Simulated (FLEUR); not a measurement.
Input and output of a self-consistent single point for Ba (Im-3m, 1 atom in the cell) (FLEUR).

Computed with FLEUR with PBEsol, all-electron FLAPW (FLEUR), scalar-relativistic valence.

```xyz
1
Lattice="-2.5080 2.5080 2.5080 2.5080 -2.5080 2.5080 2.5080 2.5080 -2.5080" Properties=species:S:1:pos:R:3 pbc="T T T"
Ba     0.0000     0.0000     0.0000
```

Reference input (self-consistent single point, DFT, PBE, all-electron FLAPW (FLEUR), scalar-relativistic valence): Kmax = 3.8 1/bohr; GmaxXC = 11.4 1/bohr; xcFunctional = pbe; jspins = 1; l_soc = F; mode = gauss; fermiSmearingEnergy = 0.00367493 Htr; mesh (inpgen div1-3) = 8 8 8; inpgen gamma flag = true; Gmax = 11.4 1/bohr; numbands = 0; maxIterBroyd = 15. This run's input differs from it in these lines:

```diff
@@ -13,2 +13,3 @@
 &comp jspins=1 /
+&exco xctyp='PBEs' /
 &kpt div1=8 div2=8 div3=8 gamma=t /
@@ -25,3 +26,3 @@
       <coreElectrons ctail="T" frcor="F" kcrel="0" coretail_lmax="0"/>
-      <xcFunctional name="pbe" relativisticCorrections="F"/>
+      <xcFunctional name="PBEs" relativisticCorrections="F"/>
       <magnetism jspins="1"/>
```

Output, abridged:

```
 Iteration:     1   Distance:       2.51392456 me/bohr^3
 Iteration:     2   Distance:       2.38295769 me/bohr^3
 Iteration:     3   Distance:       0.29222974 me/bohr^3
 Iteration:     4   Distance:       0.02490466 me/bohr^3
 Iteration:     5   Distance:       0.02337433 me/bohr^3
 Iteration:     6   Distance:       0.00323282 me/bohr^3
 Iteration:     7   Distance:       0.00057612 me/bohr^3
 Iteration:     8   Distance:       0.00051693 me/bohr^3
 Iteration:     9   Distance:       0.00001959 me/bohr^3
 Iteration:    10   Distance:       0.00000315 me/bohr^3
 Run finished successfully
 Stop message:
   Structural relaxation: Done

[file out, last iteration]
             iter=     11
[...]
          total density-effective poten   -1.3697487137E+04
          total charge density-energy d   -1.9509390425E+02
 Updated energy parameters for spin:           1
[...]
 fermi energy and band-weighting factors:
    0.314093

[...]
FERMIE:
          first approx. to ef    (T=0)  :   0.191852 htr   (energy of the highest occ. eigenvalue)
          number of occ. states  (T=0)  :        146
          first approx. to seigv (T=0)  :  -3.302325 htr
          sum of weights of occ. states :   5.017578
          sum of semicore charge        :   0.000000 e
          fermi energy=   0.19375 har   work function=  -5.27215 ev
          number of valence electrons=  10.00000
   [... lines left out ...]
          total moment                 =     0.00000
 Direct bandgap for spin            1 :    1.4897063032807217E-002  Htr
   [... lines left out ...]
 ---->    (input%tkb*entropy) TS=              0.0000000000 htr
 ---->    free energy=                     -8136.1801325475 htr
      extrapolation for T->0
 ---->    total electron energy=           -8136.1801325475 htr
 ***** TOTAL FORCES ON ATOMS *****
 TOTAL FORCE FOR ATOM TYPE=  1  X=  0.000   Y=  0.000   Z=  0.000
                       FX_TOT= 0.000000 FY_TOT= 0.000000 FZ_TOT= 0.000000
 Structural relaxation: Done
```

The run converged in 10 iterations. FLEUR gives forces in its relaxation mode, with a further iteration, so its stop message speaks of a relaxation. 

The starting cell has typed, rounded lattice constants, without a prior relaxation at this level. Its lattice was rescaled by a random factor within 2.5 % of one. Values depend on the basis (sphere radii, cutoffs, local orbitals), which need not be converged. The log's line on a gap gives a spacing of levels on this mesh, which the program prints for metals too.
